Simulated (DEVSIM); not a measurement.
System: Ni/La2O3/n-In0.53Ga0.47As capacitor, at 300 K.

| layer (left to right) | material | thickness (nm) | Nd (cm⁻³) |
|---|---|---|---|
| 1 | La2O3 | 29.0 | - |
| 2 | In0.53Ga0.47As | 8800 | 4.1e15 |

Metal gate on the left, work function 5.1 eV. Fixed charge at the semiconductor interface 1.7e10 cm⁻² (in units of +e); interface traps 3e11 cm⁻² eV⁻¹, uniform in energy, neutral level at 0.3 of the gap above the valence band.

Constants are typed, rounded textbook-type inputs, not results; the design itself was drawn at random and stands for no fabricated device. Values at 300 K.

| parameter | La2O3 | In0.53Ga0.47As |
|---|---|---|
| gap (eV) | 5.8 | 0.74 |
| affinity (eV) | 1.8 | 4.51 |
| permittivity | 27 | 13.9 |
| Nc (cm⁻³) | - | 2.1e17 |
| Nv (cm⁻³) | - | 7.7e18 |

Simulated with DEVSIM: 1D Poisson equation in equilibrium, Boltzmann statistics, complete ionisation; no quantum confinement or tunnelling. Metal contacts follow the ideal Schottky-Mott rule: no Fermi-level pinning, no interface dipoles.

Q: Tabulate band edges, carrier densities and field at 0.1 V on the gate.

A: Energies count from the Fermi level of the right contact; mesh points crowd at the junctions.

```csv
x (μm),Ec (eV),Ev (eV),n (cm⁻³),p (cm⁻³),field (V/cm)
0.000,3.200,-2.600,< 1e2,< 1e2,-9700
0.001760,3.198,-2.602,< 1e2,< 1e2,-9700
0.006197,3.194,-2.606,< 1e2,< 1e2,-9700
0.01591,3.184,-2.615,< 1e2,< 1e2,-9700
0.02587,3.175,-2.625,< 1e2,< 1e2,-9700
0.02843,3.172,-2.628,< 1e2,< 1e2,-9700
0.02984,0.460,-0.280,3.9e9,1.5e14,-19000
0.03483,0.451,-0.289,5.6e9,1.1e14,-19000
0.04653,0.429,-0.311,1.3e10,4.7e13,-18000
0.07611,0.379,-0.361,9.2e10,6.5e12,-16000
0.1525,0.269,-0.471,6.3e12,9.5e10,-12000
0.4799,0.106,-0.634,3.5e15,1.7e8,-580
1.236,0.102,-0.638,4.1e15,1.5e8,≈ 0
3.148,0.102,-0.638,4.1e15,1.5e8,≈ 0
7.068,0.102,-0.638,4.1e15,1.5e8,≈ 0
8.148,0.102,-0.638,4.1e15,1.5e8,≈ 0
8.566,0.102,-0.638,4.1e15,1.5e8,≈ 0
8.731,0.102,-0.638,4.1e15,1.5e8,≈ 0
8.803,0.102,-0.638,4.1e15,1.5e8,≈ 0
8.820,0.102,-0.638,4.1e15,1.5e8,≈ 0
8.826,0.102,-0.638,4.1e15,1.5e8,≈ 0
8.829,0.102,-0.638,4.1e15,1.5e8,≈ 0
```
